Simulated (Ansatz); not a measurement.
The starting structures come from a database of crystals and need not be the phases stable at ambient conditions.

Tunnelling through a barrier is set by its complex band structure: the current falls as exp(−2κd) with the smallest κ.

Data:

```yaml
crystal:
  lattice:
    - [5.13788, 0.00000, 0.00000]
    - [0.00000, 11.89316, 0.00000]
    - [0.00000, 5.94658, 5.94658]
  atoms:
    - { symbol: Se, position: [0.50000, 0.71168, 0.65701] }
    - { symbol: Se, position: [0.50000, 0.28832, 0.34299] }
    - { symbol: Se, position: [0.00000, 0.36869, 0.91963] }
    - { symbol: Se, position: [0.00000, 0.63131, 0.08037] }
    - { symbol: Se, position: [0.50000, 0.21168, 0.91963] }
    - { symbol: Se, position: [0.50000, 0.78832, 0.08037] }
    - { symbol: Se, position: [0.00000, 0.86869, 0.34299] }
    - { symbol: Se, position: [0.00000, 0.13131, 0.65701] }
    - { symbol: O, position: [0.50000, 0.67493, 0.88608] }
    - { symbol: O, position: [0.50000, 0.32507, 0.11392] }
    - { symbol: O, position: [0.00000, 0.56101, 0.76406] }
    - { symbol: O, position: [0.00000, 0.43899, 0.23594] }
    - { symbol: O, position: [0.50000, 0.17493, 0.76406] }
    - { symbol: O, position: [0.50000, 0.82507, 0.23594] }
    - { symbol: O, position: [0.00000, 0.06101, 0.11392] }
    - { symbol: O, position: [0.00000, 0.93899, 0.88608] }
    - { symbol: O, position: [0.75000, 0.86652, 0.50000] }
    - { symbol: O, position: [0.25000, 0.13348, 0.50000] }
    - { symbol: O, position: [0.25000, 0.36652, 0.76695] }
    - { symbol: O, position: [0.75000, 0.63348, 0.23305] }
    - { symbol: O, position: [0.75000, 0.13348, 0.50000] }
    - { symbol: O, position: [0.25000, 0.86652, 0.50000] }
    - { symbol: O, position: [0.25000, 0.63348, 0.23305] }
    - { symbol: O, position: [0.75000, 0.36652, 0.76695] }
```

Space group of this cell: P4_2/mbc. The cell was relaxed by PBE-D3(BJ); by r2SCAN its mean pressure is -3.4 GPa.

Transport runs along the normal of the first two printed cell vectors, the (110) plane of the conventional cell.

The gap is the functional's own, uncorrected, and κ follows it; spin-orbit coupling is left out. Mid-gap values are interpolated between the computed energies.

Compute, with Ansatz (a quantum-chemistry and plane-wave program) with r2SCAN, the band gap and the smallest decay constant κ at mid-gap.

Gap 3.80 eV on a 6×6×6 mesh; κ = 0.482 1/Å, at (0.000, 0.250) of the in-plane reciprocal vectors. At the zone centre, at the nearest computed energy, the slowest state has κ = 0.49 1/Å.
